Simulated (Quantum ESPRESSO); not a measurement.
**Quick settings and what they miss: LiIn3 (I4/mmm, 4 atoms in the cell)**

Self-consistent single point.

```
CELL_PARAMETERS angstrom
     -2.26688     2.26688     4.65223
      2.26688    -2.26688     4.65223
      2.26688     2.26688    -4.65223
ATOMIC_POSITIONS crystal
  Li 0.00000 0.00000 0.00000
  In 0.75000 0.25000 0.50000
  In 0.25000 0.75000 0.50000
  In 0.50000 0.50000 0.00000
```

Method: PBEsol, GBRV 1.5 ultrasoft (PBESOL) pseudopotentials (plane waves; Quantum ESPRESSO).

Base settings: ecutwfc = 40 Ry; ecutrho = 200 Ry; occupations = smearing; smearing = fd; degauss = 0.0073499 Ry; potentials = {Li: li_pbesol_v1.4.uspp.F.UPF, In: in_pbesol_v1.4.uspp.F.UPF}; K_POINTS = automatic 8 8 8 0 0 0; conv_thr = 1e-10 Ry; mixing_beta = 0.5.

Tight run (finer mesh or higher cutoff; not a proven limit): ecutwfc: 40 Ry → 56 Ry; ecutrho: 200 Ry → 280 Ry; conv_thr: 1e-10 Ry → 7.3e-11 Ry; K_POINTS: automatic 8 8 8 0 0 0 → automatic 11 11 11 0 0 0. It gave Fermi level (on the code's own zero) 8.55 eV; pressure -2.33 GPa.

Quick runs, as changes from the base:
- A: the base itself
- B: ecutwfc: 40 Ry → 24 Ry; ecutrho: 200 Ry → 120 Ry; K_POINTS: automatic 8 8 8 0 0 0 → automatic 6 6 6 1 1 1
- C: ecutwfc: 40 Ry → 20 Ry; ecutrho: 200 Ry → 100 Ry; K_POINTS: automatic 8 8 8 0 0 0 → automatic 2 2 2 0 0 0
- D: ecutwfc: 40 Ry → 28 Ry; ecutrho: 200 Ry → 140 Ry; smearing: fd → gauss; degauss: 0.0073499 Ry → 0.0147 Ry; conv_thr: 1e-10 Ry → 7.3e-06 Ry
- E: ecutwfc: 40 Ry → 20 Ry; ecutrho: 200 Ry → 100 Ry; smearing: fd → gauss; degauss: 0.0073499 Ry → 0.0147 Ry; conv_thr: 1e-10 Ry → 7.3e-06 Ry; K_POINTS: automatic 8 8 8 0 0 0 → automatic 8 8 8 1 1 1
- F: K_POINTS: automatic 8 8 8 0 0 0 → automatic 4 4 4 0 0 0

Energies are extrapolated to zero smearing width, which holds to low order in the width alone (under cold and Methfessel-Paxton smearing the free energy itself is taken).

The count of work is k-points × plane waves × bands × iterations; it is no time. 

The starting cell comes from a database of computed structures (which also holds hypothetical and non-ambient phases and stackings), without a prior relaxation at this level. Its lattice was rescaled by a random factor within 2.5 % of one. In the base run, with a pressure of about -3 GPa the cell is away from its equilibrium volume at this level.

```tsv
run	energy less tight (meV/atom)	pressure less tight (GPa)	count of work / tight
A	36.9	-0.73	0.29
B	1962.4	-84.94	0.063
C	9022.5	-278.68	0.0057
D	328.8	-20.31	0.097
E	8703.4	-272.66	0.056
F	62.2	-0.68	0.063
```

Among the runs at the tight run's level, the energy misses run from 36.9 to 9022.5 meV/atom.
